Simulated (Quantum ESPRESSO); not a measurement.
Quantum ESPRESSO 7.5, DFT, PBE, plane waves, PseudoDojo 0.5 standard norm-conserving PBE (local tails restored to the Coulomb form): fcc Cu with 2 Al on Cu sites (Al2Cu6), unrelaxed at the host's lattice constant, 8 atoms. Basis and mesh were picked for this test and aren't claimed converged.

- cell: 5.11, 5.11, 5.11 Å; 60, 60, 60°
- task: scf
- k mesh: 3×3×3
- ecutwfc: 92 Ry
- ecutrho: 368 Ry
- occupations: smearing
- smearing: mv
- degauss: 0.02 Ry
- conv_thr: 8e-09 Ry
- tprnfor: true
- tstress: false
- k-point pools (-nk): 8
- diagonalization: david (default)
- k-points computed: 8
- bands: 72
- electrons: 120
- G-vectors of the density: 76321
- FFT grid: 60×60×60
- symmetry operations: 8

Settings of this run: mixing_mode = TF, mixing_beta = 0.1, mixing_ndim = 8; 8 ranks.

```
SCF iteration  band solver's avg # of iterations (first pass)  estimated scf accuracy (Ry)
-------------  ----------------------------------------------  ---------------------------
1                                                         3.1                   2.89046768
2                                                         1.0                   1.74953107
3                                                         2.0                   0.04736491
4                                                         2.8                   0.05403267
5                                                         2.0                   0.09879185
6                                                         2.0                   0.24935316
7                                                         1.9                   0.12616927
8                                                         1.0                   0.11034296
9                                                         1.0                   0.11852534
10                                                        1.0                   0.07747737
11                                                        1.0                   0.04555563
12                                                        1.0                   0.04307310
13                                                        1.0                   0.01303533
14                                                        2.0                   0.00143491
15                                                        2.0                   0.00010473
16                                                        2.0                   0.00001708
17                                                        2.0                   0.00000765
18                                                        1.0                   0.00001017
19                                                        1.0                   0.00000535
20                                                        1.0                   0.00000191
21                                                        2.0                   0.00000471
22                                                        1.0                   0.00000382
23                                                        2.0                   0.00000086
24                                                        2.0                   0.00000006
25                                                        1.1                   0.00000006
26                                                        2.0                   0.00000004
27                                                        2.0                   0.00000003
28                                                        1.0                   0.00000001
29                                                        2.0                   0.00000001
30                                                        1.8                      1.9E-09
```

It converged after 30 SCF iterations.

Problem. Which change of one setting makes this cycle converge in far fewer steps?

Solution. Several could match; the one computed here: mixing_beta = 0.7 (11 SCF iterations) or mixing_beta = 0.4 (12 SCF iterations) or mixing_beta = 1 (12 SCF iterations), all else kept. The other changes of this size gave: mixing_mode = plain (16); mixing_beta = 0.2 (18); mixing_mode = local-TF (18). The first change moves the result by: energy equal as printed. Counts are of single runs.
